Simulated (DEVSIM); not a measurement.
## Schottky contact on n-type GaP

Device: Schottky contact on n-type GaP, at 300 K.

```
layer (left to right)  material  thickness (μm)  Nd (cm⁻³)  τn (s)  τp (s)
---------------------  --------  --------------  ---------  ------  ------
1                           GaP            6.00     1.9e17  3.6e-7  3.6e-7
2                           GaP            32.0     7.5e17  3.6e-7  3.6e-7
```

Left contact: Schottky, work function 4.98 eV, emission velocity 5.8e6 cm/s. Right contact: ohmic. Voltage is applied to the left contact. Recombination: SRH at mid-gap, Auger. Mobility is constant in doping.

The device is made up for the run: typed textbook-type constants, with dimensions and the other settings drawn at random. Values at 300 K.

```tsv
parameter	GaP
gap (eV)	2.26
affinity (eV)	3.8
permittivity	11.1
Nc (cm⁻³)	1.8e19
Nv (cm⁻³)	1.9e19
μn (cm²/Vs)	250
μp (cm²/Vs)	150
Cn (cm⁶/s)	1e-30
Cp (cm⁶/s)	1e-30
```

DEVSIM, 1D drift-diffusion, Boltzmann statistics, complete ionisation; no tunnelling, impact ionisation, image-force lowering or self-heating. Metal contacts follow the ideal Schottky-Mott rule: no Fermi-level pinning, no interface dipoles.

| Quantity | Result |
|---|---|
| Potential step across the device at zero bias | 1.098 V |
| Dark forward voltage at 1 A/cm² | 0.755 V |
| Dark forward voltage at 100 A/cm² | 0.895 V |

Dark reverse current:

```json
[
 {"V (V)": "-0.40", "J (A/cm²)": "-2.3e-13"},
 {"V (V)": "-1.00", "J (A/cm²)": "-2.4e-13"},
 {"V (V)": "-2.00", "J (A/cm²)": "-2.4e-13"},
 {"V (V)": "-3.00", "J (A/cm²)": "-2.4e-13"},
 {"V (V)": "-4.00", "J (A/cm²)": "-2.4e-13"},
 {"V (V)": "-6.00", "J (A/cm²)": "-2.4e-13"},
 {"V (V)": "-8.00", "J (A/cm²)": "-2.4e-13"},
 {"V (V)": "-10.00", "J (A/cm²)": "-2.4e-13"},
 {"V (V)": "-13.00", "J (A/cm²)": "-2.5e-13"}
]
```

Small-signal capacitance in reverse bias (quasi-static):

```tsv
V (V)	C (nF/cm²)
-0.4	102
-1	85.7
-2	70.2
-3	60.9
-4	54.5
-6	46.1
-8	40.7
-10	36.8
-13	32.6
```
